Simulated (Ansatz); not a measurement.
O vacancy + O vacancy (V_O+V_O) in corundum (start: the O site; O 2.55 Å away; 120-site cell, 2×2×2 Γ-centred sampling), charge +4. Calculation: PBE, PAW (plane waves to 420 eV; Ansatz, an electronic-structure program).

```yaml
total_energy_of_the_defect_cell: -65733.1474 eV
total_energy_of_the_perfect_cell: -66835.3083 eV
"μ(O) in O2 molecule in a box, atoms added −2": -564.9684 eV
"Δμ(O), O-rich": 0.000 eV
valence-band maximum on the cell's zero: 7.358 eV
image_correction_with_alignment: 1.918 eV
fermi_level_above_the_maximum: 1.30 eV
```

Q: Work out the formation energy.

A: E_f = E(defect) − E(perfect) − Σ n μ + q (E_VBM + E_F) + E_corr = 1102.161 − (1129.937) + (34.631) + (1.918) = 8.77 eV.
